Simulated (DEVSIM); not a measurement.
Structure: Ni/SiO2/p-Ge capacitor, at 300 K.

Layer 1 from the left is SiO2, thickness (nm) 19.0. Layer 2 from the left is Ge, thickness (nm) 780, Na (cm⁻³) 5.8e17.

Metal gate on the left, work function 5.1 eV. Fixed charge at the semiconductor interface 0 cm⁻² (in units of +e); no interface traps.

The device is made up for the run: typed textbook-type constants, with dimensions and the other settings drawn at random. Values at 300 K.

SiO2: gap (eV) 9, affinity (eV) 0.9, permittivity 3.9. Ge: gap (eV) 0.664, affinity (eV) 4, permittivity 16, Nc (cm⁻³) 1.04e19, Nv (cm⁻³) 6e18.

DEVSIM, 1D Poisson equation in equilibrium, Boltzmann statistics, complete ionisation; no quantum confinement or tunnelling. Metal contacts follow the ideal Schottky-Mott rule: no Fermi-level pinning, no interface dipoles.

Question: What does the simulation give for the minimum of the low-frequency capacitance?

Answer: minimum of the low-frequency capacitance 0.126 μF/cm².
